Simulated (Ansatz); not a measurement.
Base system: PbTe in the rock salt structure (space group Fm-3m, No. 225).

```xyz
2
Lattice="0.0000 3.2210 3.2210 3.2210 0.0000 3.2210 3.2210 3.2210 0.0000" Properties=species:S:1:pos:R:3 pbc="T T T"
Te     3.2210     3.2210     3.2210
Pb     0.0000     0.0000     0.0000
```

Computed with PBEsol (Ansatz, a program for electronic structure; PAW; 420 eV plane waves; spin-orbit coupling left out).

Strains are applied to the cell and any free atomic positions relax.

One change was made to it. Results:

| quantity | base | after |
|---|---|---|
| gap character | direct at L | direct at L |
| energy relative to the base (free energy F) | 0 meV/atom | +42 meV/atom |
| hole mass | 0.38 mₑ along k, 0.073 mₑ across (at L) | 0.24 mₑ along k, 0.048 mₑ across (at L) |
| band gap | 0.65 eV | 0.42 eV |

Name the change that was made.
(A) isotropic strain +2.50 %
(B) isotropic strain −3.00 %
(C) isotropic strain +0.50 %
(D) isotropic strain +1.50 %
(E) isotropic strain −0.50 %

B, isotropic strain −3.00 %. For comparison, the band gap in the other runs: isotropic strain +1.50 % gives 0.74 eV; isotropic strain +2.50 % gives 0.79 eV; isotropic strain +0.50 % gives 0.68 eV; isotropic strain −0.50 % gives 0.61 eV.

With Pb and Te present, leaving out spin-orbit coupling can change the band edges. Effective masses come from finite differences of ±0.01 Å⁻¹. Along k means along the line from Γ to the band edge. Stability against distortions was not tested.
